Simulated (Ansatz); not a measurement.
ZrO2: pressure 7 GPa

Start from ZrO2 (space group Pca2_1, No. 29; a = 5.324 Å, b = 5.098 Å, c = 5.128 Å).

Perturbation: a hydrostatic pressure of 7 GPa.

Calculations: Kohn–Sham DFT with the PBE functional, run in Ansatz (a quantum-chemistry and plane-wave program) with PAW and 420 eV plane waves, no spin-orbit coupling. k-mesh 5×5×5 (Γ-centred); smearing 0.05 eV (Fermi–Dirac).

The volume per atom decreases by 0.395 Å³ to 11.20 Å³ and the density goes up by 0.21 g/cm³, from 5.88 g/cm³ to 6.09 g/cm³. The enthalpy H = E + PV relative to the base's energy is +0.50 eV/atom and the band gap increases by 0.05 eV (3.86 eV → 3.91 eV). The gap character is still indirect, Γ → Y and the smallest direct gap grows by 0.012 eV, from 3.99 eV to 4.01 eV. The mean gap deformation potential ΔEg/Δln V is -1.5 eV and the width of the top valence band stays essentially unchanged (0.82 eV against 0.80 eV). The valence-band top at Γ (three highest levels, from the VBM) changes from 0.00, -0.12, -0.25 eV to 0.00, -0.11, -0.23 eV.

Final structure:

```yaml
crystal:
  lattice:
    - [5.25863, 0.00000, 0.00000]
    - [0.00000, 5.04674, 0.00000]
    - [0.00000, 0.00000, 5.06591]
  atoms:
    - { symbol: Zr, position: [0.03134, 0.26755, 0.24573] }
    - { symbol: Zr, position: [0.96866, 0.73245, 0.74573] }
    - { symbol: Zr, position: [0.53134, 0.73245, 0.24573] }
    - { symbol: Zr, position: [0.46866, 0.26755, 0.74573] }
    - { symbol: O, position: [0.36981, 0.07290, 0.11230] }
    - { symbol: O, position: [0.63019, 0.92710, 0.61230] }
    - { symbol: O, position: [0.86981, 0.92710, 0.11230] }
    - { symbol: O, position: [0.13019, 0.07290, 0.61230] }
    - { symbol: O, position: [0.23391, 0.54032, 0.99797] }
    - { symbol: O, position: [0.76609, 0.45968, 0.49797] }
    - { symbol: O, position: [0.73391, 0.45968, 0.99797] }
    - { symbol: O, position: [0.26609, 0.54032, 0.49797] }
```

Cost of the whole job for the changed cell (relaxation, final SCF and bands): around 2.4 core-minutes (rough).

Load acts through the strain it causes; cell and atoms are relaxed under it. Stability against distortions was not tested. No other phases were tried under pressure. This is not the structure that ZrO2 has at room temperature and ambient pressure.
